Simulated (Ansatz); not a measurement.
**2 layers of arsenene, started at parallel, shifted by (2/3,1/3) (facing atoms over hollows or bridges; arsenene a predicted or substrate-bound sheet, here free)**

Levels used, each named beside its values: PBE+D3(BJ) (plane waves to 420 eV, PAW; Ansatz, a first-principles code); PBE (plane waves to 420 eV, PAW; Ansatz); r2SCAN (plane waves to 500 eV, PAW; Ansatz); PBE+D3(BJ) with spin-orbit coupling (plane waves to 420 eV, PAW; Ansatz); HSE06 (plane waves to 420 eV, PAW; Ansatz). Geometries and values that name no level are of the first. Values not marked SOC have no spin–orbit coupling; PBE gaps are too small against experiment. Its k-point mesh 9×9×1, Fermi–Dirac width 0.01 eV. HSE06 ran on meshes of its own (9×9×1); its edges and gaps are taken over the mesh and over extra points off it, mostly where PBE has its edges. A dipole correction is on.

- gap between facing atomic planes = 2.69 Å
- step of the vacuum level across the stack (top less bottom) = 0.00 eV
- interaction energy of the frozen layers = -21.4 meV/Å²
- interaction energy without the D3 term at this geometry = +9.6 meV/Å²
- interaction energy at r2SCAN, without a dispersion term, at this geometry = +5.9 meV/Å²
- r2SCAN gap over the mesh and listed points off it = 0.67 eV
- spacing and interaction energy when relaxed at plain PBE (a flat surface, so the spacing is loose) = 4.6 Å and -0.5 meV/Å²
- PBE gap over the mesh and listed points off it = 0.45 eV, indirect (lowest direct gap 1.34 eV)
- valence and conduction edges under the vacuum level of the lower face = 4.53 and 4.08 eV
- HSE06 gap at the same geometry = 0.92 eV
- PBE+SOC gap at the same geometry = 0.44 eV

```
As
1.0
    3.57185     0.00000     0.00000
   -1.78592     3.09331     0.00000
    0.00000     0.00000    24.15000
As
4
Direct
  0.33333   0.66667   0.38690
  0.66667   0.33333   0.44433
  0.00000   0.00000   0.55567
  0.33333   0.66667   0.61310
```
